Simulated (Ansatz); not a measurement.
A computed series for Sr3BiN: response to strain

Take Sr3BiN in the anti-perovskite structure (space group Pm-3m, No. 221; a cell from a computed database, its experimental status unchecked) as the base.

```yaml
crystal:
  lattice:
    - [5.17101, 0.00000, 0.00000]
    - [0.00000, 5.17101, 0.00000]
    - [0.00000, 0.00000, 5.17101]
  atoms:
    - { symbol: Sr, position: [0.50000, 0.50000, 0.00000] }
    - { symbol: Sr, position: [0.00000, 0.50000, 0.50000] }
    - { symbol: Sr, position: [0.50000, 0.00000, 0.50000] }
    - { symbol: Bi, position: [0.00000, 0.00000, 0.00000] }
    - { symbol: N, position: [0.50000, 0.50000, 0.50000] }
```

Cartesian axes are those of the cell as printed.

Strains are applied to the cell and any free atomic positions relax.

Levels (all Ansatz, a first-principles code, PAW): PBEsol (420 eV, scalar-relativistic without spin-orbit coupling); r2SCAN (500 eV, no spin-orbit coupling); HSE06 (420 eV, spin-orbit coupling left out).

Band gaps by level, all at the geometries relaxed with PBEsol:

```
case                             PBEsol   r2SCAN    HSE06
------------------------------  -------  -------  -------
base                            0.20 eV  0.54 eV  0.90 eV
uniaxial strain ε_yy = −2.27 %     zero  0.37 eV  0.76 eV
uniaxial strain ε_yy = +0.69 %  0.19 eV  0.53 eV  0.89 eV
uniaxial strain ε_yy = +1.09 %  0.17 eV  0.52 eV  0.88 eV
uniaxial strain ε_zz = +0.28 %  0.19 eV  0.54 eV  0.90 eV
```

Single points use the geometry relaxed with PBEsol. The hybrid gap comes from the SCF mesh plus the semilocal run's edge points and a few special points and is an upper bound. With Bi present, leaving out spin-orbit coupling can change the band edges. Stability against distortions was not tested. The final runs are not spin-polarised. Gaps under 0.05 eV, about the width of the smearing, are given as zero. A zero or small gap of Sr3BiN can be the functional's error rather than a property of the material.
